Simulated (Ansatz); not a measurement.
A self-consistent single point of Li2Al (Cm, 6 atoms in the cell) with Ansatz (a quantum-chemistry and plane-wave program)

Computed with PBEsol, default PAW files made with PBE (plane waves; Ansatz).

This input was run:

Ansatz 0.2 input:
```yaml
# Li2Al
crystal:
  lattice:
    - [2.299167, -4.847740, 0.000000]
    - [2.299167, 4.847740, 0.000000]
    - [0.000000, 0.000000, 4.444193]
  atoms:
    - { symbol: Li, position: [0.241390, 0.758610, 0.261251] }
    - { symbol: Li, position: [0.758610, 0.241390, 0.750000] }
    - { symbol: Li, position: [0.589860, 0.410140, 0.250000] }
    - { symbol: Li, position: [0.410140, 0.589860, 0.750000] }
    - { symbol: Al, position: [0.925020, 0.074980, 0.250000] }
    - { symbol: Al, position: [0.074980, 0.925020, 0.750000] }
basis:
  ecutwfc: 420.0
kpoints:
  mp_grid: { grid: [8, 8, 8] }
hamiltonian:
  xc: pbesol
  pseudopotentials: { kind: paw }
scf:
  occupations: { method: gaussian, width: 0.1 }
output:
  forces: true
  eigenvalues: true
  stress: true
```

Output (repeated stretches shortened):

```
WARN ansatz: RAYON_NUM_THREADS=1 ignored (pool sized by the plan → 1); use --threads N
Pseudopotentials: kind: paw
Pseudopotential: Li, paw, valence charge 3
Pseudopotential: Al, paw, valence charge 3
Crystal: 6 atoms, lattice volume = 99.068 Å³
Basis set: ecut = 420 eV, 1941 PW (Γ), exchange–correlation on 72×72×60 points (8 copies of the dense FFT grid, shifted against one another)
Bands: 15, of which v1, the nominal top of the filled ones, is band 9 counted from 1 (8 counted from 0)
Symmetry: 2 space group operations
Space group: Cm (ITA 8), of the structure as read, at distance tolerance 4.6e-5 Å
k-points: 150 of 512 (time reversal used)
PAW frozen core: Al, regenerated for the run's functional, and the local potential with it
Initial density: superposition of atomic densities (neutral atoms: chi_scale 0, normalization atom), corrected by the library's trained network
Initial wavefunctions: pseudopotential atomic-orbital guess
Eigensolver: davidson
Functional: x = pbesol(κ = 0.804, μ = 0.12345679012345678), c = pbesol(β = 0.046)
SCF iter   1: F=—  HF=-1862.021215 eV  |F-HF|=—  |Δ(HF+E_count)|=         —  Δρ=2.17e-3  dr2=6.81e-3  ethr=1.77e-3  ⟨swp⟩=5.9  Hψ=13904  notcnv=0  defer=9
all-band conjugate gradients solve this SCF's bands
preconditioner: auto → Kerker (q_TF=auto, 2.053 Å⁻¹)
SCF iter   2: F=—  HF=-1862.017643 eV  |F-HF|=—  |Δ(HF+E_count)|=   3.57e-3  Δρ=1.24e-3  dr2=2.86e-3  ethr=3.78e-5  ⟨swp⟩=1.1  Hψ=3491  notcnv=0  defer=11
SCF iter   3: F=—  HF=-1862.016487 eV  |F-HF|=—  |Δ(HF+E_count)|=   1.16e-3  Δρ=2.59e-4  dr2=1.36e-4  ethr=1.59e-5  ⟨swp⟩=2.8  Hψ=3465  notcnv=0  defer=11
SCF iter   4: F=—  HF=-1862.016453 eV  |F-HF|=—  |Δ(HF+E_count)|=   3.33e-5  Δρ=4.75e-5  dr2=4.37e-6  ethr=7.54e-7  ⟨swp⟩=2.3  Hψ=2664  notcnv=0  defer=11
SCF iter   5: F=—  HF=-1862.016497 eV  |F-HF|=—  |Δ(HF+E_count)|=   4.37e-5  Δρ=1.08e-5  dr2=1.61e-7  ethr=2.43e-8  ⟨swp⟩=2.6  Hψ=2830  notcnv=0  defer=11
SCF iter   6: F=-1862.016497 eV  HF=-1862.016497 eV  |F-HF|=1.81e-9  |Δ(HF+E_count)|=   3.29e-8  Δρ=1.35e-6  dr2=3.76e-9  ethr=5.56e-10  ⟨swp⟩=7.1  Hψ=9926  notcnv=0
SCF 1 converged in 6 iterations: F = -1862.016497 eV  dr2 = 3.76e-9
SCF converged after 6 iterations
Free energy (F): -1862.016497 eV
Harris-Foulkes:  -1862.016497 eV  (|F-HF|=1.81e-9)
Internal energy: -1862.004888 eV  (E = F + TS)
E sigma→0 (E₀):  -1862.010693 eV
Entropy (-TS):   -0.011609 eV (-1.935 meV/atom)
Fermi energy:    3.369032 eV
--- Per-component energies (eV) ---
  E_band       = -329.589489
  E_kinetic    = 130.085164
  E_local      = -483.179010  (includes V_loc(G=0)·N_el)
  E_nonlocal   = -111.158648
  E_hartree    = 149.423647
  E_xc         = -118.656145
  E_vxc        = -110.008371  (∫ρ·V_xc dr)
  E_paw        = -988.090910  (= ΣΔE_a)
  E_vpaw       = -54.175978  (= ΣTr[D̂ρ^β])
  E_aug_tail   = 0.000031  (compensation charges beyond the density's cutoff)
  E_ewald      = -440.467295
  E_core_change = 0.038278  (= ΣΔE_core)
  E_smearing   = -0.011609  (= −TS)
  E_closure    = 0.000000  (closes the sum)
  Σ components = -1862.016497   (vs F -1862.016497, Δ=0.00e0)
--- Forces (eV/Å), atoms counted from 1 ---
  atom   1  Li     0.00000000    -0.01229701    -0.14414555
  atom   2  Li     0.00000000     0.00975788     0.00992736
  atom   3  Li     0.00000000     0.00681546     0.00271429
  atom   4  Li     0.00000000    -0.00912601     0.04419400
  atom   5  Al     0.00000000     0.07285457     0.01008481
  atom   6  Al     0.00000000    -0.06800487     0.07722579
  max |Σ_I F_I| component: 7.07e-7 eV/Å
--- Stress (GPa, compression-positive) ---
       -0.590015       0.000000       0.000000
        0.000000      -0.800790       0.036428
        0.000000       0.036428      -0.385371
  P = ⅓ Tr σ = -0.5921 GPa (-5.921 kbar)
  The stress holds the Pulay correction. Without it, at fixed plane waves, as pw.x and ABINIT print it: P = -0.6132 GPa
--- Band table (eV; the first three rows and the last of 150) ---
  k-point 0: bands = ["-42.0523", "-42.0341", "-41.8644", "-41.8584", "-3.7447", "1.4307", "2.1516", "2.4909", "3.0968", "4.2120", "4.7578", "5.4954", "6.1953", "8.0091", "8.1291"]
  k-point 1: bands = ["-42.0515", "-42.0347", "-41.8642", "-41.8587", "-3.6406", "0.9056", "2.1348", "2.5524", "3.2076", "4.3249", "5.4491", "5.5649", "5.9533", "7.5857", "7.8993"]
  k-point 2: bands = ["-42.0493", "-42.0364", "-41.8638", "-41.8595", "-3.3294", "-0.1559", "2.3440", "2.7253", "3.5392", "4.6600", "5.2186", "5.3636", "6.9016", "7.0762", "7.1222"]
  k-point 149: bands = ["-42.0428", "-42.0422", "-41.8626", "-41.8613", "-1.6832", "-1.6653", "0.8514", "0.8525", "3.8259", "3.8695", "6.1377", "6.1398", "9.6469", "9.6971", "9.9623"]
```

The run converged in 6 iterations.

The starting cell comes from a database of computed structures (which also holds hypothetical and non-ambient phases and stackings), without a prior relaxation at this level. Its lattice was rescaled by up to half a per cent. One atom was moved a little off its site on purpose. Ansatz's pressure includes its estimate of the finite-basis (Pulay) stress.
